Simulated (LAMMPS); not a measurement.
LAMMPS 22 Jul 2025, classical MD, EAM (Cu_mishin1.eam.alloy): Cu, 32000 atoms.

```yaml
task: MD, nve
potential: EAM, Cu_mishin1.eam.alloy
copies_of_the_repeat_unit: 20×20×20
shape (slab and sphere leave vacuum in the box): bulk
temperature: 800 K
steps: 2000
timestep: 2 fs
neighbor_skin: 4 Å
neigh_modify: every 1 delay 0 check yes
thermo: 100
newton: on (default)
atom_modify sort (bins of 2 Å where set): 1000 (default)
comm_style: brick (default)
box: 72.3 × 72.3 × 72.3 Å
start: generated fcc lattice, warmed in an untimed run
compared_values: energy and forces of the first step, drift over the run
```

It runs on a single node (Arm Neoverse V2, 96 cores on 1 socket, no SMT, 1 L3 cache group; 94 cores' worth of CPU time may be used).

Run on 32 ranks, it takes 3.6 s from launch to exit:

```bash
# ahead of the timed run: OMP_NUM_THREADS=1 mpirun -np 48 lmp -in in.warm -log none -nocite
OMP_NUM_THREADS=1 mpirun -np 32 lmp -in in.lmp -log log.lammps -nocite
```

From its output:

```
  using 1 OpenMP thread(s) per MPI task
  2 by 4 by 4 MPI processor grid
  32000 atoms
  master list distance cutoff = 9.50679
  ghost atom cutoff = 9.50679
Per MPI rank memory allocation (min/avg/max) = 3.998 | 4.002 | 4.006 Mbytes
95.2% CPU use with 32 MPI tasks x 1 OpenMP threads
...
Loop time of 3.4367 on 32 procs for 2000 steps with 32000 atoms

Performance: 100.562 ns/day, 0.239 hours/ns, 581.953 timesteps/s, 18.623 Matom-step/s
95.2% CPU use with 32 MPI tasks x 1 OpenMP threads

MPI task timing breakdown:
Section |  min time  |  avg time  |  max time  |%varavg| %total
---------------------------------------------------------------
Pair    | 3.0294     | 3.1047     | 3.1782     |   2.5 | 90.34
Neigh   | 0          | 0          | 0          |   0.0 |  0.00
Comm    | 0.22031    | 0.29064    | 0.36545    |   8.0 |  8.46
Output  | 0.000628   | 0.00068247 | 0.0011505  |   0.0 |  0.02
Modify  | 0.013872   | 0.014609   | 0.015623   |   0.4 |  0.43
Other   |            | 0.02609    |            |       |  0.76

Nlocal:           1000 ave        1037 max         966 min
Histogram: 1 3 4 0 7 12 2 2 0 1
Nghost:        5834.62 ave        5868 max        5798 min
Histogram: 1 0 2 3 10 8 0 5 2 1
Neighs:         158240 ave      165171 max      151973 min
Histogram: 4 3 1 4 5 3 5 2 4 1

Total # of neighbors = 5063678
Ave neighs/atom = 158.23994
Neighbor list builds = 0
Dangerous builds = 0
```

Times are wall-clock medians of two to five runs, from launch to exit, with nothing else on the machine. Unless noted, each process is bound to its own block of adjacent cores. Build: PyPI wheel: MPICH, OPENMP and OPT packages. Other compilers and libraries give other times. Scratch files lie in a memory file system. A preparatory run goes ahead and isn't timed.

**Question.** What holds this run back, and which change relieves it on the same cores with the result kept within 1.0 meV/atom in energy, 10 meV/Å in forces on 48 atoms, 0.20 meV an atom in drift of the total energy?

**Answer.** The largest part is pair forces (Pair), 86 % of the time. Over the ranks it runs from 3 to 3.2 s, at 1000 atoms a rank on average. One change that relieves it (others may too): going from skin = 4 Å to skin = 0.5 Å, one of the fastest of the measured ones that keep the result: 3.6 s to 2.6 s (1.4× as fast). Rebuilds go from 0 to 239, Neigh from 0 to 0.27 s and Pair from 3.1 to 2 s. These two results differ by: energy equal as printed, forces on 48 atoms equal as printed, drift of the total energy equal as printed. Others tried: skin = 0.2 Å (2.7 s); skin = 1 Å (2.8 s); skin = 2 Å (3.1 s); skin = 1.5 Å (3.1 s); skin = 3 Å (3.2 s).
